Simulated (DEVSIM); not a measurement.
Device: illuminated Si n-on-p cell, one wavelength, at 300 K.

Layer 1 from the left is Si, thickness (μm) 0.420, Nd (cm⁻³) 2.1e18, τn (s) 4.2e-8, τp (s) 1.3e-8, absorption coefficient (cm⁻¹) 87000. Layer 2 from the left is Si, thickness (μm) 39.0, Na (cm⁻³) 8.1e16, τn (s) 1.3e-7, τp (s) 1.3e-7, absorption coefficient (cm⁻¹) 87000.

Left contact: ohmic, minority hole recombination velocity 9e6 cm/s. Right contact: ohmic, minority electron recombination velocity 20000 cm/s. Voltage is applied to the left contact. Recombination: SRH at mid-gap, radiative, Auger. Light enters at the left, 1.8e17 photons cm⁻² s⁻¹, one pass, no reflection. Mobility is μmin + (μ − μmin)/(1 + (N/Nref)^α).

This is a model device: material constants are rounded textbook-type values typed into the input, and sizes, dopings and lifetimes were drawn at random. Values at 300 K.

Si: gap (eV) 1.124, affinity (eV) 4.05, permittivity 11.7, Nc (cm⁻³) 2.86e19, Nv (cm⁻³) 3.1e19, μn (cm²/Vs) 1417, μp (cm²/Vs) 470, μn,min 52, μp,min 45, Nref,n 9.7e16, Nref,p 2.2e17, αn 0.68, αp 0.72, B (cm³/s) 4.7e-15, Cn (cm⁶/s) 2.8e-31, Cp (cm⁶/s) 9.9e-32.

Simulated with DEVSIM: 1D drift-diffusion, Boltzmann statistics, complete ionisation; no tunnelling, impact ionisation, image-force lowering or self-heating.

Q: What does the simulation give for the fill factor, the short-circuit current, the share of generated pairs collected at short circuit?

A: fill factor 0.81; short-circuit current 7.89 mA/cm²; share of generated pairs collected at short circuit 0.273.
